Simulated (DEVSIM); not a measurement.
Structure: Au/SiON/p-Ge capacitor, at 300 K.

Layer 1 from the left is SiON, thickness (nm) 12.0. Layer 2 from the left is Ge, thickness (nm) 6400, Na (cm⁻³) 8.7e15.

Metal gate on the left, work function 5.1 eV. Fixed charge at the semiconductor interface -1.1e11 cm⁻² (in units of +e); no interface traps.

Constants are typed, rounded textbook-type inputs, not results; the design itself was drawn at random and stands for no fabricated device. Values at 300 K.

SiON: gap (eV) 7, affinity (eV) 1.4, permittivity 5.5. Ge: gap (eV) 0.664, affinity (eV) 4, permittivity 16, Nc (cm⁻³) 1.04e19, Nv (cm⁻³) 6e18.

Task: Estimate by hand the flat-band voltage, the threshold voltage, and compare with a numerical solution.

Result: 
- Flat-band voltage: C = 0.406 μF/cm², work-function difference 0.605 V; VFB = φms − qNf/C = 0.65 V; numerical 0.65 V.
- Threshold voltage: φF = 0.156 V, depletion charge √(4εqNφF) = 3.51e-8 C/cm²; VT = VFB + 2φF + Qd/C = 1.05 V; numerical 1.05 V.

Simulated with DEVSIM: 1D Poisson equation in equilibrium, Boltzmann statistics, complete ionisation; no quantum confinement or tunnelling. Metal contacts follow the ideal Schottky-Mott rule: no Fermi-level pinning, no interface dipoles.
